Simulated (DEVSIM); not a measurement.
Device: abrupt InP n-p junction, at 300 K.

| layer (left to right) | material | thickness (μm) | Nd (cm⁻³) | Na (cm⁻³) | τn (s) | τp (s) |
|---|---|---|---|---|---|---|
| 1 | InP | 65.0 | 2.7e16 | - | 7.2e-9 | 7.2e-9 |
| 2 | InP | 56.0 | - | 1.9e14 | 7.2e-9 | 7.2e-9 |

Left contact: ohmic. Right contact: ohmic. Voltage is applied to the left contact. Recombination: SRH at mid-gap. Mobility is μmin + (μ − μmin)/(1 + (N/Nref)^α).

Constants are typed, rounded textbook-type inputs, not results; the design itself was drawn at random and stands for no fabricated device. Values at 300 K.

```tsv
parameter	InP
gap (eV)	1.344
affinity (eV)	4.38
permittivity	12.5
Nc (cm⁻³)	5.7e17
Nv (cm⁻³)	1.1e19
μn (cm²/Vs)	5200
μp (cm²/Vs)	170
μn,min	400
μp,min	10
Nref,n	3e17
Nref,p	4.9e17
αn	0.47
αp	0.62
```

DEVSIM, 1D drift-diffusion, Boltzmann statistics, complete ionisation; no tunnelling, impact ionisation, image-force lowering or self-heating.

Q: Tabulate band edges, carrier densities and field at zero bias.

A: Energies count from the Fermi level of the right contact; mesh points crowd at the junctions.

```json
[
 {"x (μm)": "0.000", "Ec (eV)": "0.079", "Ev (eV)": "-1.265", "n (cm⁻³)": "2.7e16", "p (cm⁻³)": "< 1e2", "field (V/cm)": "≈ 0"},
 {"x (μm)": "0.06104", "Ec (eV)": "0.079", "Ev (eV)": "-1.265", "n (cm⁻³)": "2.7e16", "p (cm⁻³)": "< 1e2", "field (V/cm)": "≈ 0"},
 {"x (μm)": "0.2652", "Ec (eV)": "0.079", "Ev (eV)": "-1.265", "n (cm⁻³)": "2.7e16", "p (cm⁻³)": "< 1e2", "field (V/cm)": "≈ 0"},
 {"x (μm)": "1.000", "Ec (eV)": "0.079", "Ev (eV)": "-1.265", "n (cm⁻³)": "2.7e16", "p (cm⁻³)": "< 1e2", "field (V/cm)": "≈ 0"},
 {"x (μm)": "5.212", "Ec (eV)": "0.079", "Ev (eV)": "-1.265", "n (cm⁻³)": "2.7e16", "p (cm⁻³)": "< 1e2", "field (V/cm)": "≈ 0"},
 {"x (μm)": "18.52", "Ec (eV)": "0.079", "Ev (eV)": "-1.265", "n (cm⁻³)": "2.7e16", "p (cm⁻³)": "< 1e2", "field (V/cm)": "≈ 0"},
 {"x (μm)": "48.09", "Ec (eV)": "0.079", "Ev (eV)": "-1.265", "n (cm⁻³)": "2.7e16", "p (cm⁻³)": "< 1e2", "field (V/cm)": "≈ 0"},
 {"x (μm)": "61.84", "Ec (eV)": "0.079", "Ev (eV)": "-1.265", "n (cm⁻³)": "2.7e16", "p (cm⁻³)": "< 1e2", "field (V/cm)": "≈ 0"},
 {"x (μm)": "64.13", "Ec (eV)": "0.079", "Ev (eV)": "-1.265", "n (cm⁻³)": "2.7e16", "p (cm⁻³)": "< 1e2", "field (V/cm)": "≈ 0"},
 {"x (μm)": "64.76", "Ec (eV)": "0.079", "Ev (eV)": "-1.265", "n (cm⁻³)": "2.7e16", "p (cm⁻³)": "< 1e2", "field (V/cm)": "≈ 0"},
 {"x (μm)": "64.95", "Ec (eV)": "0.084", "Ev (eV)": "-1.260", "n (cm⁻³)": "2.2e16", "p (cm⁻³)": "< 1e2", "field (V/cm)": "2100"},
 {"x (μm)": "65.02", "Ec (eV)": "0.126", "Ev (eV)": "-1.218", "n (cm⁻³)": "4.3e15", "p (cm⁻³)": "< 1e2", "field (V/cm)": "9100"},
 {"x (μm)": "65.11", "Ec (eV)": "0.202", "Ev (eV)": "-1.142", "n (cm⁻³)": "2.3e14", "p (cm⁻³)": "< 1e2", "field (V/cm)": "6900"},
 {"x (μm)": "65.45", "Ec (eV)": "0.412", "Ev (eV)": "-0.932", "n (cm⁻³)": "6.8e10", "p (cm⁻³)": "2400", "field (V/cm)": "5900"},
 {"x (μm)": "67.49", "Ec (eV)": "1.040", "Ev (eV)": "-0.303", "n (cm⁻³)": "< 1e2", "p (cm⁻³)": "8.8e13", "field (V/cm)": "580"},
 {"x (μm)": "73.87", "Ec (eV)": "1.060", "Ev (eV)": "-0.283", "n (cm⁻³)": "< 1e2", "p (cm⁻³)": "1.9e14", "field (V/cm)": "≈ 0"},
 {"x (μm)": "94.12", "Ec (eV)": "1.060", "Ev (eV)": "-0.283", "n (cm⁻³)": "< 1e2", "p (cm⁻³)": "1.9e14", "field (V/cm)": "≈ 0"},
 {"x (μm)": "113.4", "Ec (eV)": "1.060", "Ev (eV)": "-0.283", "n (cm⁻³)": "< 1e2", "p (cm⁻³)": "1.9e14", "field (V/cm)": "≈ 0"},
 {"x (μm)": "119.5", "Ec (eV)": "1.060", "Ev (eV)": "-0.283", "n (cm⁻³)": "< 1e2", "p (cm⁻³)": "1.9e14", "field (V/cm)": "≈ 0"},
 {"x (μm)": "120.6", "Ec (eV)": "1.060", "Ev (eV)": "-0.283", "n (cm⁻³)": "< 1e2", "p (cm⁻³)": "1.9e14", "field (V/cm)": "≈ 0"},
 {"x (μm)": "120.9", "Ec (eV)": "1.060", "Ev (eV)": "-0.283", "n (cm⁻³)": "< 1e2", "p (cm⁻³)": "1.9e14", "field (V/cm)": "≈ 0"},
 {"x (μm)": "121.0", "Ec (eV)": "1.060", "Ev (eV)": "-0.283", "n (cm⁻³)": "< 1e2", "p (cm⁻³)": "1.9e14", "field (V/cm)": "≈ 0"}
]
```
